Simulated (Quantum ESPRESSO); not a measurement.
A self-consistent single point of PbF₂ (Fm-3m, 3 atoms in the cell) with Quantum ESPRESSO.

Level of theory: PBE, SSSP 1.1.2 efficiency (PBE) pseudopotentials (plane waves; Quantum ESPRESSO).

The change in words: lattice scaled by 0.98. Reference geometry:
```
PbF2
1.0
   -2.91920     0.00000     2.91920
    0.00000     2.91920     2.91920
   -2.91920     2.91920     0.00000
Pb F
1 2
Cartesian
  0.00000   0.00000   0.00000
 -4.37880   4.37880   4.37880
 -1.45960   1.45960   1.45960
```

Reference input (self-consistent single point, DFT, PBE, plane waves, SSSP 1.1.2 efficiency (PBE) pseudopotentials): ecutwfc = 55 Ry; ecutrho = 440 Ry; occupations = fixed; potentials = {Pb: Pb.pbe-dn-kjpaw_psl.0.2.2.UPF, F: f_pbe_v1.4.uspp.F.UPF}; K_POINTS = automatic 10 10 10 0 0 0; nbnd = 16; conv_thr = 1e-09 Ry. This run's input differs from it in these lines:

```diff
@@ -10,3 +10,3 @@
  ibrav = 2,
- celldm(1) = 11.03298079,
+ celldm(1) = 10.81232125,
  nat = 3,
```

Output, abridged:

```
     Self-consistent Calculation

     iteration #  1     ecut=    55.00 Ry     beta= 0.70

     total energy              =    -967.72616947 Ry
     estimated scf accuracy    <       0.47516303 Ry

     iteration #  2     ecut=    55.00 Ry     beta= 0.70

     total energy              =    -967.83010182 Ry
     estimated scf accuracy    <       0.68920491 Ry

     iteration #  3     ecut=    55.00 Ry     beta= 0.70

     total energy              =    -967.97263572 Ry
     estimated scf accuracy    <       0.00269640 Ry

   [... 10 blocks of this kind left out ...]

     iteration # 14     ecut=    55.00 Ry     beta= 0.70

     total energy              =    -967.97812456 Ry
     estimated scf accuracy    <       0.00000002 Ry

     iteration # 15     ecut=    55.00 Ry     beta= 0.70
     End of self-consistent calculation

     highest occupied, lowest unoccupied level (ev):     6.9394   11.3189

!    total energy              =    -967.97812457 Ry
     estimated scf accuracy    <          9.0E-13 Ry

     convergence has been achieved in  15 iterations

     Forces acting on atoms (cartesian axes, Ry/au):

     atom    1 type  1   force =     0.00000000    0.00000000    0.00000000
   [... zero for the other atoms too ...]

     Total force =     0.000000     Total SCF correction =     0.000000

          total   stress  (Ry/bohr**3)                   (kbar)     P=      134.35
   0.00091330   0.00000000  -0.00000000          134.35        0.00       -0.00
   0.00000000   0.00091330   0.00000000            0.00      134.35        0.00
  -0.00000000   0.00000000   0.00091330           -0.00        0.00      134.35

   JOB DONE.
```

The run converged in 15 iterations. Against the reference run the free energy rises by 61.0 meV/atom, the pressure goes from 6.70 to 13.44 GPa and the gap on the mesh goes from 4.414 to 4.379 eV.

The starting cell comes from a database of computed structures (which also holds hypothetical and non-ambient phases and stackings), without a prior relaxation at this level. Its lattice was rescaled by a random factor within 2.5 % of one. For this run, on top of that: lattice scaled by 0.98. Spin-orbit coupling is off. With a pressure of about 13 GPa the cell is away from its equilibrium volume at this level.

Cost on one core of a shared machine: roughly 70 s.
